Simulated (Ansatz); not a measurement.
## Effect of biaxial strain +2.50 %, plane normal [001], relaxed out of plane on BAs

Base system: BAs in the zinc blende structure (space group F-43m, No. 216; a = 4.7679 Å). Axes: x, y, z lie along the cube axes.

Modification: tensile biaxial strain of 2.50 % in the plane normal to [001], as in epitaxy on a mismatched substrate; the out-of-plane cell vector and the atoms relax.

All numbers come from PBEsol (Ansatz, a first-principles code; PAW; 420 eV plane waves; no spin-orbit coupling). Settings: 12×12×12 k-points, 0.05 eV Fermi–Dirac smearing.

Volume per atom: 14.05 Å³ (base 13.55 Å³)
Shortest interatomic distance: 2.090 Å (base 2.065 Å)
Energy relative to the base (free energy F): +16 meV/atom
Band gap: 0.57 eV (base 1.08 eV)
Gap character: indirect, Γ → Γ–M (78 % along)
Electron mass: 1.1 mₑ along k, 0.21 mₑ across (off the special points) (base 1.1 mₑ along k, 0.21 mₑ across (off the special points))
Valence-band top at Γ (three highest levels, from the VBM): 0.00, -0.34, -0.34 eV (base 0.00, 0.00, 0.00 eV)
Out-of-plane strain: -1.31 %
Ratio −ε⊥/ε∥: 0.52

Final structure (turned so that z lies along the plane normal):

```xyz
2
Lattice="3.4557 0.0000 0.0000 0.0000 3.4557 0.0000 1.7278 -1.7278 2.3528" Properties=species:S:1:pos:R:3 pbc="T T T"
B      0.0000     0.0000     0.0000
As     3.4557     1.7278     1.1764
```

Cost of the whole job for the changed cell (relaxation, final SCF and bands): very roughly 22 core-seconds.

Effective masses come from finite differences of ±0.01 Å⁻¹. Along k means along the line from Γ to the band edge. Whether these cells are dynamically stable was not tested. Labels are those of the standard path for the cell's own space group.
